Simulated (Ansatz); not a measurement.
Data:

```xyz
2
Lattice="3.9729 0.0000 0.0000 1.9864 3.4406 0.0000 1.9864 -1.1469 3.2880" Properties=species:S:1:pos:R:3 pbc="T T T"
Zn     0.0000     0.0000     0.0077
Se     3.9729     0.0000     2.4583
```

No spin polarisation.

Level of theory: Kohn–Sham DFT with the r2SCAN functional, run in Ansatz (a quantum-chemistry and plane-wave program) with PAW and 500 eV plane waves, no SOC. Γ-centred 10×10×10 mesh, Fermi–Dirac width 0.05 eV.

**Question.** Predict the pressure and gap character.

**Answer.** The pressure (mean of the normal stresses, compression positive) is 0.76 GPa and the gap character comes out as direct at Γ.

The cells carry an imposed strain or load. Stability against distortions was not tested. The cell was made from ZnSe in the zinc blende structure (space group F-43m, No. 216) by this change: biaxial strain −0.83 %, plane normal [111], relaxed out of plane.
